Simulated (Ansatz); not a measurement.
**WSi2: energy against strain**

WSi2 (MoSi2 type, I4/mmm, 13.675 Å³/atom and stress up to 0.01 GPa in the relaxed cell, c along z) under an equal strain ε in the (001) plane with the normal axis free, as in a coherent film. PBE in Ansatz, a plane-wave DFT program (PAW, default set), 420 eV, 25×25×25 Γ-centred mesh, Fermi-Dirac smearing 0.10 eV; ions are relaxed, or left where forces stay under 0.02 eV/Å, within the symmetry of each cell.

Here s stands for strain and y for E less E0.

| strain (%) | E less E0 (meV/atom) |
|---|---|
| -3.00 | ? |
| -1.50 | 10.02 |
| -1.00 | 4.42 |
| -0.50 | 1.10 |
| 0.00 | 0.00 |
| 0.50 | 1.04 |
| 1.00 | 4.14 |
| 1.50 | 9.24 |

Fit y of the 7 rows that show it with a parabola. Least squares gives y = 0.000 - 0.2114·s + 4.2800·s². Residuals (row less fit): 0.073, -0.071, -0.076, 0.000, 0.076, 0.071, -0.073; standard error 0.090 (degrees of freedom: 4). The quadratic coefficient over the volume, 4.2800 meV × 10⁴ × 0.1602 / 13.675 Å³, is the biaxial elastic modulus of this plane = about 500 GPa.

Question: What does the fit predict for y at s = -3.00, and how far is the calculated value from it?

Answer: y = 0.000 - 0.2114 × (-3.0) + 4.2800 × (-3.0)² = 39.154 meV/atom. The calculation gives 41.22 meV/atom, 2.066 meV/atom above the prediction (5.0 % of the range of y in the table). The row lies outside the fitted rows, so this is an extrapolation. From the scatter of the fitted rows alone, a prediction at this place has a standard error of 0.344 meV/atom, so the miss is 6.0 times that.

A polynomial of degree 3 through the 12 other runs of the series gives 41.23 there, so most of the miss is curvature that the fit leaves out. In a metal these values are sensitive to mesh and smearing; energies are taken to zero smearing, stresses follow the free energy. Spin-orbit coupling is left out, which can shift these values for the heavy elements here. Rows are the converged runs of the series near zero and its far end; series whose fitted rows scatter by over a few per cent of the range, as at a crossing or softening among them, aren't shown in this form, nor equations of state whose B0' disagrees with the runs' pressures. Most that stay on the fit to the last digits aren't either.
